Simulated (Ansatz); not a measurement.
Problem. Name crystals whose Seebeck coefficient, p-type 1e19 cm⁻³ lies between 370 and 580 μV/K and whose electron conductivity mass lies between 0.32 and 0.5 mₑ, by Ansatz (a program for electronic structure) with r2SCAN, rigid bands.

Solution. Many crystals can fit; among those computed here:
- SiC (P6_3mc): 410 μV/K, 0.36 mₑ
- NaCl (Fm-3m): 550 μV/K, 0.41 mₑ
- Al2O3 (R-3c): 559 μV/K, 0.40 mₑ
- Li$_{2}$S (Fm-3m): 461 μV/K, 0.40 mₑ
- MgS (Fm-3m): 454 μV/K, 0.37 mₑ

Masses are for dilute carriers at 300 K, harmonic means over directions unless an axis is named. Seebeck coefficients are for the stated density at 300 K, with one relaxation time for all states and whether or not that doping can be reached. Spin-orbit coupling is left out.

Formula and space group known from diffraction (Crystallography Open Database), not checked to be the room-temperature form: Li2S (Fm-3m).
